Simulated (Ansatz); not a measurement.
## Pressure series in Ti3Al

The parent structure is Ti3Al (space group P6_3/mmc, No. 194).

```yaml
crystal:
  lattice:
    - [5.75564, 0.00000, 0.00000]
    - [-2.87782, 4.98453, 0.00000]
    - [0.00000, 0.00000, 4.65498]
  atoms:
    - { symbol: Ti, position: [0.83025, 0.66049, 0.25000] }
    - { symbol: Ti, position: [0.16975, 0.83025, 0.75000] }
    - { symbol: Ti, position: [0.33951, 0.16975, 0.25000] }
    - { symbol: Ti, position: [0.16975, 0.33951, 0.75000] }
    - { symbol: Ti, position: [0.83025, 0.16975, 0.25000] }
    - { symbol: Ti, position: [0.66049, 0.83025, 0.75000] }
    - { symbol: Al, position: [0.33333, 0.66667, 0.25000] }
    - { symbol: Al, position: [0.66667, 0.33333, 0.75000] }
```

Cell and atoms are relaxed at each pressure.

Computed with Ansatz (a program for electronic structure) PBE, without spin-orbit coupling.

| variant | shortest interatomic distance | density |
|---|---|---|
| base | 2.825 Å | 4.24 g/cm³ |
| pressure −2 GPa | 2.842 Å | 4.17 g/cm³ |
| pressure −1 GPa | 2.833 Å | 4.20 g/cm³ |
| pressure 3 GPa | 2.800 Å | 4.35 g/cm³ |
| pressure 7 GPa | 2.770 Å | 4.48 g/cm³ |
| pressure 15 GPa | 2.719 Å | 4.72 g/cm³ |
| pressure 30 GPa | 2.644 Å | 5.11 g/cm³ |
| pressure 50 GPa | 2.570 Å | 5.55 g/cm³ |
| pressure 75 GPa | 2.499 Å | 6.03 g/cm³ |
| pressure 100 GPa | 2.443 Å | 6.45 g/cm³ |

Load acts through the strain it causes; cell and atoms are relaxed under it. Stability against distortions was not tested. No other phases were tried under pressure. All final runs are without spin polarisation.
